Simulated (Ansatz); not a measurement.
Structures of equal composition on the (0001) surface of hcp Ti: a layer of Au in place of the second plane; a layer of Au in place of the third plane. The slabs share one bottom face, and each structure is named by its start. These are constructed structures in small cells; real faces may alloy, dewet or reconstruct in larger ones, and not all known structures of the face are among them. Slabs of about 12 Å with all that they carry, Fermi-Dirac smearing of 0.1 eV. Bottom of the slabs: a bare face, its two planes held. Relaxed from the named starts with such symmetry as they have, on meshes of like density; energies extrapolated to zero smearing; no spin-orbit coupling, no U. Spin-polarised runs, if any, are marked in brackets, and their order is one that fits the cell; the others ran without spin.

Computed with PBE (plane waves to 420 eV, PAW; Ansatz, a program for electronic structure).

Problem. Order them by energy per 1x1 cell (lowest first) at the level PBE.

Solution. a layer of Au in place of the third plane (0.000 eV), a layer of Au in place of the second plane (0.230 eV)
